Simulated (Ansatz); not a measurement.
## Short convergence ladders for the (100) slab of CsCdCl3 (cut from a parent of space group no. 221; 10 atoms in the cell)

```
CELL_PARAMETERS angstrom
      5.28019     0.00000     0.00000
      0.00000     5.28019     0.00000
      0.00000     0.00000    21.92029
ATOMIC_POSITIONS crystal
  Cs 0.00000 0.00000 0.43978
  Cd 0.50000 0.50000 0.31934
  Cl 0.50000 0.50000 0.43978
  Cl 0.00000 0.50000 0.31934
  Cl 0.50000 0.00000 0.31934
  Cs 0.00000 0.00000 0.68066
  Cd 0.50000 0.50000 0.56022
  Cl 0.50000 0.50000 0.68066
  Cl 0.00000 0.50000 0.56022
  Cl 0.50000 0.00000 0.56022
```

Base method: LDA (PW92), default PAW files made with PBE (plane waves; Ansatz, an electronic-structure program).

Base settings: basis.ecutwfc = 420 eV; kpoints.mp_grid.grid = 4 4 1; hamiltonian.xc = lda; hamiltonian.pseudopotentials = {kind: paw} (the program's default PAW files); scf.occupations.method = fermi_dirac; scf.occupations.width = 0.05 eV.

The count of work is k-points × plane waves × bands × iterations; it is no time. Core times come from one kind of shared machine, to one figure; runs under 30 s give none.

**The vacuum**

The mesh stays at the base's, so the ladder's end is converged at best in this setting alone.

Only quantities that move along the ladder and can be compared are tabulated.

| vacuum between outermost atoms (Å) | free energy less the last step's (meV/atom) | largest difference of a force vector from the last step's (eV/Å) | gap on the mesh (eV) | count of work / last |
|---|---|---|---|---|
| 3.0 | -90.25 | 0.788 | 1.247 | 0.29 |
| 4.0 | -27.26 | 0.297 | 1.006 | 0.36 |
| 5.0 | -8.86 | 0.178 | 1.034 | 0.39 |
| 6.0 | -4.13 | 0.156 | 1.095 | 0.37 |
| 7.0 | -2.66 | 0.132 | 1.142 | 0.40 |
| 8.0 | -2.03 | 0.111 | 1.177 | 0.42 |
| 10.0 | -1.41 | 0.081 | 1.225 | 0.47 |
| 12.0 | -1.07 | 0.061 | 1.257 | 0.53 |
| 14.0 | -0.80 | 0.047 | 1.280 | 0.58 |
| 17.0 | -0.54 | 0.031 | 1.304 | 0.66 |
| 20.0 | -0.35 | 0.020 | 1.321 | 0.74 |
| 25.0 | -0.15 | 0.008 | 1.340 | 0.87 |
| 30.0 | 0.00 | 0.000 | 1.352 | 1.0 |

Smallest vacuum between outermost atoms (Å) that holds the free energy within 5 meV/atom of the last step, with all finer ones: 6.0, at 0.37 of the last step's count of work; the step before is off by 8.9 meV/atom.

Smallest vacuum between outermost atoms (Å) that holds the forces within 0.01 eV/Å: not settled: the last two steps still differ by 0.008 eV/Å, over half the tolerance, so the ladder does not show it.

Smallest vacuum between outermost atoms (Å) that holds the gap on the mesh within 0.02 eV: not settled: the last two steps still differ by 0.013 eV, over half the tolerance, so the ladder does not show it.

**The k-point mesh**

Only quantities that move along the ladder and can be compared are tabulated.

| kpoints.mp_grid.grid | free energy less the last step's (meV/atom) | largest difference of a force vector from the last step's (eV/Å) | count of work / last | core time / last (rough) |
|---|---|---|---|---|
| 1 1 1 | 85.92 | 0.927 | 0.041 | – |
| 2 2 1 | -0.06 | 0.046 | 0.11 | – |
| 3 3 1 | 0.56 | 0.004 | 0.11 | – |
| 4 4 1 | 0.04 | 0.001 | 0.21 | – |
| 5 5 1 | 0.01 | 0.000 | 0.21 | – |
| 6 6 1 | 0.00 | 0.000 | 0.36 | – |
| 7 7 1 | 0.00 | 0.000 | 0.36 | 0.5 |
| 9 9 1 | 0.00 | 0.000 | 0.54 | 0.7 |
| 10 10 1 | 0.00 | 0.000 | 0.75 | 0.9 |
| 12 12 1 | 0.00 | 0.000 | 1.0 | 1 |

Coarsest kpoints.mp_grid.grid that holds the free energy within 5 meV/atom of the last step, with all finer ones: 2 2 1, at 0.11 of the last step's count of work; the step before is off by 86 meV/atom.

Coarsest kpoints.mp_grid.grid that holds the forces within 0.01 eV/Å of the last step, with all finer ones: 3 3 1, at 0.11 of the last step's count of work; the step before is off by 0.046 eV/Å.

**The depth of the slab**

On a (100) slab of CsCdCl3 (cut from a parent of space group no. 221; 5 atoms in the cell), and deeper slabs.

The mesh stays at the base's, so the ladder's end is converged at best in this setting alone.

Only quantities that move along the ladder and can be compared are tabulated.

```csv
atoms,gap on the mesh (eV),count of work / last,core time / last (rough)
5,1.807,0.056,–
10,1.280,0.15,–
15,1.077,0.28,–
20,0.945,0.44,0.4
25,0.842,0.73,0.8
30,0.756,1.0,1
```

Smallest size that holds the gap on the mesh within 0.1 eV: not settled: the last two steps still differ by 0.086 eV, over half the tolerance, so the ladder does not show it.

On the base run: the starting cell comes from a database of computed structures (which also holds hypothetical and non-ambient phases and stackings), without a prior relaxation at this level. The slab is cut from that crystal, and its faces are unrelaxed. Its lattice was rescaled by up to half a per cent. Spin polarisation is off, though cut faces can carry moments; a gap of a slab can lie between surface states. The two faces of this cut differ, and no dipole correction was used.

Left out of this page: 1 run of the series outside the window shown, repeating another row's setting, or not comparable.

Keys are those of Ansatz 0.2.
